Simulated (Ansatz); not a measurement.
Electronic density of states of amorphous Si₄₈O₉₄, density 2.13 g/cm³, on a 2×2×2 Γ-centred mesh with a Gaussian width of 0.1 eV; energies count from the Fermi level, whose place inside the gap is arbitrary. Cell and mesh are small, so fine structure isn't converged. The numbers are results of PBE, scalar-relativistic without spin-orbit coupling (plane waves to 420 eV, PAW; Ansatz, an electronic-structure program), not measurements. Sampling: a 2×2×2 Γ-centred mesh; Fermi-Dirac width 0.02 eV; no spin polarisation. The usual formal charges leave 4 electrons over, so the level spacing at the Fermi energy parts defect or band states and needn't be the band gap. At PBE the levels at the filled edge of the gap are localised (band-tail or defect states).

The cell was made by melting and quenching with the CHGNet potential and then relaxed with DFT. O atoms were pushed apart under 1.9 Å during the dynamics, to hinder bonds among them. The hot cell started wider than the set density and was brought back towards it in steps. It is the lowest in DFT energy of 4 quenches. It is a model cell: composition and starting density were chosen by hand, and all elements were melted together. No dispersion term was used. A short ab initio anneal came between quench and relaxation. Its density started from a set value of 2.22 and ended at 2.13 g/cm³. The quench (nominally 590 K/ps over its main leg) was far faster than any real one, so the model tends to hold more defects than a real film. A cell of this size samples the disorder only roughly. Volume and shape were free in the relaxation.

(E - EF (eV), states/(eV atom)): (-12.00, 0.21); (-11.90, 0.19); (-11.80, 0.21); (-11.70, 0.23); (-11.60, 0.22); (-11.50, 0.18); (-11.40, 0.17); (-11.30, 0.17); (-11.20, 0.19); (-11.10, 0.20); (-11.00, 0.19); (-10.90, 0.19); (-10.80, 0.24); (-10.70, 0.27); (-10.60, 0.25); (-10.50, 0.27); (-10.40, 0.29); (-10.30, 0.28); (-10.20, 0.32); (-10.10, 0.39); (-10.00, 0.43); (-9.90, 0.51); (-9.80, 0.59); (-9.70, 0.61); (-9.60, 0.60); (-9.50, 0.56); (-9.40, 0.48); (-9.30, 0.37); (-9.20, 0.36); (-9.10, 0.42); (-9.00, 0.31); (-8.90, 0.22); (-8.80, 0.22); (-8.70, 0.28); (-8.60, 0.27); (-8.50, 0.19); (-8.40, 0.18); (-8.30, 0.23); (-8.20, 0.28); (-8.10, 0.29); (-8.00, 0.21); (-7.90, 0.29); (-7.80, 0.33); (-7.70, 0.34); (-7.60, 0.41); (-7.50, 0.45); (-7.40, 0.49); (-7.30, 0.54); (-7.20, 0.58); (-7.10, 0.66); (-7.00, 0.76); (-6.90, 0.82); (-6.80, 0.81); (-6.70, 0.79); (-6.60, 0.80); (-6.50, 0.81); (-6.40, 0.85); (-6.30, 0.87); (-6.20, 0.89); (-6.10, 0.88); (-6.00, 0.83); (-5.90, 0.82); (-5.80, 0.84); (-5.70, 0.89); (-5.60, 0.91); (-5.50, 0.86); (-5.40, 0.82); (-5.30, 0.81); (-5.20, 0.76); (-5.10, 0.75); (-5.00, 0.74); (-4.90, 0.66); (-4.80, 0.60); (-4.70, 0.45); (-4.60, 0.36); (-4.50, 0.29); (-4.40, 0.18); (-4.30, 0.07); (-4.20, 0.10); (-4.10, 0.16); (-4.00, 0.14); (-3.90, 0.09); (-3.80, 0.04); (-3.70, 0.00); (-3.60, 0.01); (-3.50, 0.06); (-3.40, 0.06); (-3.30, 0.01); (-3.20, 0.00); (-3.10, 0.00); (-3.00, 0.00); (-2.90, 0.00); (-2.80, 0.00); (-2.70, 0.00); (-2.60, 0.00); (-2.50, 0.00); (-2.40, 0.00); (-2.30, 0.00); (-2.20, 0.00); (-2.10, 0.00); (-2.00, 0.00); (-1.90, 0.00); (-1.80, 0.03); (-1.70, 0.07); (-1.60, 0.03); (-1.50, 0.00); (-1.40, 0.00); (-1.30, 0.00); (-1.20, 0.00); (-1.10, 0.00); (-1.00, 0.00); (-0.90, 0.00); (-0.80, 0.03); (-0.70, 0.07); (-0.60, 0.03); (-0.50, 0.00); (-0.40, 0.00); (-0.30, 0.00); (-0.20, 0.00); (-0.10, 0.00); (0.00, 0.00); (0.10, 0.00); (0.20, 0.00); (0.30, 0.00); (0.40, 0.00); (0.50, 0.00); (0.60, 0.01); (0.70, 0.04); (0.80, 0.06); (0.90, 0.03); (1.00, 0.01); (1.10, 0.00); (1.20, 0.02); (1.30, 0.03); (1.40, 0.05); (1.50, 0.05); (1.60, 0.06); (1.70, 0.07); (1.80, 0.08); (1.90, 0.09); (2.00, 0.08); (2.10, 0.07); (2.20, 0.09); (2.30, 0.13); (2.40, 0.13); (2.50, 0.13); (2.60, 0.15); (2.70, 0.16); (2.80, 0.16); (2.90, 0.16); (3.00, 0.18); (3.10, 0.19); (3.20, 0.24); (3.30, 0.24); (3.40, 0.25); (3.50, 0.29); (3.60, 0.31); (3.70, 0.31); (3.80, 0.36); (3.90, 0.42); (4.00, 0.42); (4.10, 0.45); (4.20, 0.47); (4.30, 0.51)

The level spacing at the Fermi energy on this mesh is 1.36 eV; the broadening fills part of it in the curve.
